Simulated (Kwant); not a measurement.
System: Ge/Si0.2Ge0.8 stack with 3 barriers. One parabolic valley. Leads of mass 0.12 mₑ with the band edge at 0; grid 0.1 nm; bias 0 V, dropping linearly over the stack.

```json
[
 {"layer": "1", "thickness (nm)": "2.1", "band offset (eV)": "0.12", "mass (mₑ)": "0.14"},
 {"layer": "2", "thickness (nm)": "5.1", "band offset (eV)": "0", "mass (mₑ)": "0.12"},
 {"layer": "3", "thickness (nm)": "2.1", "band offset (eV)": "0.12", "mass (mₑ)": "0.14"},
 {"layer": "4", "thickness (nm)": "5.1", "band offset (eV)": "0", "mass (mₑ)": "0.12"},
 {"layer": "5", "thickness (nm)": "2.1", "band offset (eV)": "0.12", "mass (mₑ)": "0.14"}
]
```

The device is made up for the run: typed textbook-type constants, with dimensions and the other settings drawn at random.

Model: one-band effective-mass tight-binding model in one dimension, coherent, no space charge (Kwant).

```csv
E (meV),A,B,C,D,E
0.6000,8.1e-7,1.3e-6,6.6e-7,1.0e-6,5.1e-7
11.11,0.00010,0.00011,0.00011,0.00010,0.00014
21.62,0.0028,0.0014,0.0058,0.0018,0.10
32.13,0.84,0.048,0.24,0.13,0.044
42.63,0.43,0.15,0.72,0.22,0.33
53.14,0.30,0.11,0.076,0.59,0.034
63.65,0.053,0.29,0.027,0.26,0.024
74.16,0.030,0.50,0.022,0.073,0.036
84.67,0.027,0.18,0.029,0.045,0.10
95.18,0.035,0.10,0.052,0.042,0.49
105.7,0.056,0.085,0.13,0.050,0.34
116.2,0.12,0.093,0.45,0.074,0.17
126.7,0.30,0.12,0.84,0.13,0.15
137.2,0.78,0.19,0.59,0.28,0.20
147.7,0.98,0.35,0.50,0.61,0.34
158.2,0.80,0.61,0.56,0.86,0.62
168.7,0.74,0.74,0.75,0.74,0.74
180.0,0.83,0.60,0.87,0.61,0.58
```

Problem. Column A is the base. The others each differ by one change: width of the first well 5.1 → 3.1 nm; width of the first well 5.1 → 4.1 nm; width of the first well 5.1 → 6.1 nm; width of the first well 5.1 → 7.6 nm. Which is which?

Solution. B: width of the first well 5.1 → 3.1 nm; C: width of the first well 5.1 → 6.1 nm; D: width of the first well 5.1 → 4.1 nm; E: width of the first well 5.1 → 7.6 nm.
